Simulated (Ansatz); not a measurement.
Bond-angle distributions (per cent of the angles at each element, bins of 10°) of a relaxed model of amorphous Ge-Sb-Te (Ge12Sb12Te30) at 6.14 g/cm³. These are PBE-D3(BJ), scalar-relativistic without spin-orbit coupling, PAW (Ansatz default set, large-core Te) (plane waves to 420 eV; Ansatz, a quantum-chemistry and plane-wave program) values and carry that method's errors.

A CHGNet melt-quench gave the starting glass, which DFT then relaxed. The hot cell started wider than the set density and was brought back towards it in steps. It is the lowest in DFT energy of 4 quenches. It is a model cell: composition and starting density were chosen by hand, and all elements were melted together. The geometry includes D3(BJ) dispersion. Its density started from a set value of 6.01 and ended at 6.14 g/cm³. The quench (nominally 20 K/ps over its main leg) was far faster than any real one, so the model tends to hold more defects than a real film. One small periodic cell is one sample of the glass; other quenches scatter about these values. The volume was free in the relaxation, at fixed shape. On a 2×2×2 Γ-centred mesh force components of up to 0.36 eV/Å stay, since the relaxation ran on one k-point at (1/4, 1/4, 1/4).

Bonds are counted up to Ge-Ge 2.85 Å, Ge-Sb 3.11 Å, Ge-Te 3.10 Å, Sb-Sb 3.14 Å, Sb-Te 3.34 Å, Te-Te 3.31 Å.

```json
[
 {"angle (°)": "50-60", "at Ge": "0", "at Sb": "0", "at Te": "2"},
 {"angle (°)": "60-70", "at Ge": "1", "at Sb": "4", "at Te": "3"},
 {"angle (°)": "70-80", "at Ge": "6", "at Sb": "12", "at Te": "11"},
 {"angle (°)": "80-90", "at Ge": "28", "at Sb": "25", "at Te": "25"},
 {"angle (°)": "90-100", "at Ge": "20", "at Sb": "29", "at Te": "20"},
 {"angle (°)": "100-110", "at Ge": "20", "at Sb": "9", "at Te": "15"},
 {"angle (°)": "110-120", "at Ge": "10", "at Sb": "1", "at Te": "3"},
 {"angle (°)": "120-130", "at Ge": "1", "at Sb": "1", "at Te": "6"},
 {"angle (°)": "130-140", "at Ge": "1", "at Sb": "5", "at Te": "3"},
 {"angle (°)": "140-150", "at Ge": "4", "at Sb": "2", "at Te": "3"},
 {"angle (°)": "150-160", "at Ge": "1", "at Sb": "1", "at Te": "3"},
 {"angle (°)": "160-170", "at Ge": "4", "at Sb": "9", "at Te": "2"},
 {"angle (°)": "170-180", "at Ge": "1", "at Sb": "1", "at Te": "3"}
]
```

They go with these counts of neighbours within the cut-offs, cation contacts included: Ge mean 3.8, most often 3; Sb mean 4.1, most often 5; Te mean 3.2, most often 3.
